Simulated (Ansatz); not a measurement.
The parent structure is W3N4 (space group Pm-3m, No. 221; a = 4.2154 Å). Axes: x, y, z lie along the cube axes.

Level of theory: PBE, PAW, 420 eV (Ansatz, a program for electronic structure; spin-orbit coupling left out).

For the base:

Pressure: 0.0 GPa
Shortest interatomic distance: 3.983 bohr

Modification: a pure shear with ε_xy = ε_yx = -0.0349, atoms relaxed at fixed cell.

Question: What happens to the pressure, energy relative to the base and shortest interatomic distance?

Answer: The pressure (mean of the normal stresses, compression positive) goes from zero to 0.4 GPa; the energy increases by 11 meV/atom; the shortest interatomic distance remains 3.983 bohr.

Without a gap, meshes like the base's 11×11×11 leave anisotropic stresses uncertain by several tenths of a GPa, and small strain energies with them. The cells carry an imposed strain or load. Stability against distortions was not tested. All final runs are without spin polarisation.
